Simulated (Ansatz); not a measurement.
Base system: CsSnI₃ in the cubic perovskite structure (space group Pm-3m, No. 221).

```yaml
crystal:
  lattice:
    - [6.22445, 0.00000, 0.00000]
    - [0.00000, 6.22445, 0.00000]
    - [0.00000, 0.00000, 6.22445]
  atoms:
    - { symbol: Cs, position: [0.00000, 0.00000, 0.00000] }
    - { symbol: Sn, position: [0.50000, 0.50000, 0.50000] }
    - { symbol: I, position: [0.00000, 0.50000, 0.50000] }
    - { symbol: I, position: [0.50000, 0.50000, 0.00000] }
    - { symbol: I, position: [0.50000, 0.00000, 0.50000] }
```

Cartesian axes are those of the cell as printed.

Method: r2SCAN/PAW in Ansatz (a program for electronic structure), scalar-relativistic without spin-orbit coupling.

Base values:

The band gap is 0.46 eV.

The change: biaxial strain −1.65 %, plane normal [001], relaxed out of plane (Cartesian); in-plane vectors clamped, the third vector and the atoms free.

Question: How does this affect the energy relative to the base, in-plane stress, ratio −ε⊥/ε∥ and band gap?

Answer: The energy grows by 4.0 meV/atom; the mean in-plane stress (compression positive) amounts to +0.8 GPa; the ratio −ε⊥/ε∥ is 0.26; the band gap shrinks by 0.248 eV to 0.22 eV.

With I present, leaving out spin-orbit coupling can change the band edges. No phonon test of stability was made. Many cubic perovskites are stable only at high temperature; tilts and polar distortions were not tested. A zero or small gap of CsSnI3 under biaxial strain −1.65 %, plane normal [001], relaxed out of plane can be the functional's error rather than a property of the material.
